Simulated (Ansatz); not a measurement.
Start from In$_{2}$Au in the cubic Laves (MgCu2 type) structure (space group Fd-3m, No. 227; a = 8.3001 Å; a hypothetical phase, not in the database extracts checked).

Levels (all Ansatz, a first-principles code, PAW): PBEsol (420 eV, no spin-orbit coupling); PBEsol+SOC (420 eV, noncollinear with spin-orbit coupling).

The geometry is relaxed with PBEsol.

| Item | Value |
|---|---|
| PBEsol pressure | 0.0 GPa |

With PBEsol+SOC at the same geometry, the pressure goes from zero to -0.3 GPa.

Single points use the geometry relaxed with PBEsol. The spin-orbit shifts are approximate. Whether these cells are dynamically stable was not tested.
